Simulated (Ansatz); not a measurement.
System: Mo₃Ge (model structure, started from the D03 type, Fm-3m, No. 225, 4 atoms in the cell). Method: LDA (Ansatz, a quantum-chemistry and plane-wave program, PAW).

Numerical settings: plane-wave cutoff 520 eV, 14×14×14 k mesh, Fermi–Dirac smearing 0.05 eV, no spin polarisation, scalar-relativistic PAW data made under PBE.

Cell (relaxed at this level):

```xyz
4
Lattice="0.0000 3.0847 3.0847 3.0847 0.0000 3.0847 3.0847 3.0847 0.0000" Properties=species:S:1:pos:R:3 pbc="T T T"
Ge     0.0000     0.0000     0.0000
Mo     3.0847     3.0847     3.0847
Mo     1.5424     1.5424     1.5424
Mo     4.6271     4.6271     4.6271
```

Q: What does this level give for the bulk modulus B0?

A: 
* **bulk modulus B0**: 260 GPa

Note: the run has no spin polarisation, so it can have missed a magnetic state; the bulk modulus is −V dP/dV from two relaxed cells at ±2 % in volume; the relaxation could raise the start's symmetry but not lower it, so the cell can be a saddle point.

Computing time: around 2.8 core-minutes (rough).

A model structure was made by putting elements into a prototype or built by hand; it is no filed structure, need not be a known phase, and can be a saddle point held by its symmetry.
